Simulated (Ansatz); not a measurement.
## Migration barriers: interstitial Li in alpha quartz, charge state +1

Defect: interstitial Li in alpha quartz, charge state +1. Level of theory: PBE, PAW (plane waves to 420 eV; Ansatz, a quantum-chemistry and plane-wave program).

Settings: 243 host sites, the relaxed PBE lattice, the Γ point alone, smearing 0.01 eV, spin-restricted, no image-charge correction. Static, classical nuclei. The charge state is imposed; whether it is stable for some Fermi level was not computed. Sites that were not tried may lie lower.

Barriers: single points on a 2×2×2 k-point mesh shifted by half a step along c at the bands' geometries.

```csv
Route,Start site over the lowest site run (eV),Hop (Å),Forward barrier (eV),Backward barrier (eV),Neighbours at the start,Neighbours at the saddle,Saddle order,"Forward, on the band's own sampling (eV)"
a direct jump of one Li atom,0.00,1.84,0.14,0.14,"2 O at 1.96, 2 O at 1.98 Å","2 O at 1.92, 2 O at 2.18 Å","not checked, on a symmetry element",0.14
```

Paths come from climbing-image nudged elastic band runs.  A band can be held on a symmetry element, so unchecked saddle points there may be too high.

The whole set of runs took around 7 core-hours (rough).
